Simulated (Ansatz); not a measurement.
GaP (F-43m) under hydrostatic pressure: hole conductivity mass by r2SCAN with spin-orbit coupling, rigid bands (plane waves, PAW; Ansatz, a quantum-chemistry and plane-wave program). The unloaded cell, whose axes the loads refer to:

Space group F-43m (No. 216); a = 5.451 Å, b = 5.451 Å, c = 5.451 Å, α = 90.00°, β = 90.00°, γ = 90.00°

```csv
atom,site,symmetry,x,y,z
Ga,4a,-43m,0.0000,0.0000,0.0000
P,4d,-43m,0.7500,0.7500,0.7500
```
(The calculation used a cell of 2 atoms; values per cell refer to that cell.)

```json
[
 {"hydrostatic pressure (GPa)": "-2", "volume per atom (Å³)": "20.74", "hole conductivity mass (mₑ)": "0.491"},
 {"hydrostatic pressure (GPa)": "0", "volume per atom (Å³)": "20.25", "hole conductivity mass (mₑ)": "0.480"},
 {"hydrostatic pressure (GPa)": "2", "volume per atom (Å³)": "19.82", "hole conductivity mass (mₑ)": "0.471"},
 {"hydrostatic pressure (GPa)": "5", "volume per atom (Å³)": "19.24", "hole conductivity mass (mₑ)": "?"},
 {"hydrostatic pressure (GPa)": "10", "volume per atom (Å³)": "18.45", "hole conductivity mass (mₑ)": "0.441"}
]
```

### Question
Fit a straight line to ln(hole conductivity mass) against the load over the rows given, and predict the row at 5 GPa.

### Answer
The means are x̄ = 2.500 GPa and ȳ = -0.7542; Σ(x − x̄)(y − ȳ) = -0.7281 and Σ(x − x̄)² = 83.00, so the slope is -0.877 % per GPa, and the rows given lie within 0.34 % of the line. At 5 GPa the line gives 0.460 mₑ; the calculation gives 0.458 mₑ, 0.47 % from it.

Masses are for dilute carriers at 300 K, harmonic means over directions unless an axis is named. Stresses and pressures are the targets of the relaxation. The structure type is held at every load. Geometry: cell and atoms relaxed with r2SCAN.
